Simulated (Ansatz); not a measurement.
Consider Hf$_{2}$BS (space group P6_3/mmc, No. 194; a = 3.484 Å, c = 12.152 Å; a hypothetical phase, not in the database extracts checked). Axes: x lies along a and z along c of the hexagonal cell.

(Cell as relaxed with PBE.)

Levels (all Ansatz, a quantum-chemistry and plane-wave program, PAW): PBE (420 eV, no spin-orbit coupling); PBEsol (420 eV, scalar-relativistic without spin-orbit coupling).

Each level relaxes its own structure.

```tsv
base	PBE	PBEsol
volume per atom	15.97 Å³	15.42 Å³
lattice parameter a	3.484 Å	3.445 Å
band gap	zero	zero
```

One thing is altered: biaxial strain +0.91 %, plane normal [001], relaxed out of plane (Cartesian); in-plane vectors clamped, the third vector and the atoms free.

```csv
quantity,PBE,PBEsol
volume per atom,16.18 Å³,[?]
"pressure (mean of the normal stresses, compression positive)",-1.8 GPa,[?]
band gap,zero,[?]
```

Task: Given the PBE results, estimate those of PBEsol.

Result: 
- volume per atom, PBEsol: 15.62 Å³
- pressure (mean of the normal stresses, compression positive), PBEsol: -1.9 GPa
- band gap, PBEsol: zero

PBE's volume per atom lies 0.56 Å³ above PBEsol's (3.6 %); the two agree on the band gap. Neither level is exact; PBEsol is the comparison here, not a measurement.

Stability against distortions was not tested. The final runs are not spin-polarised.
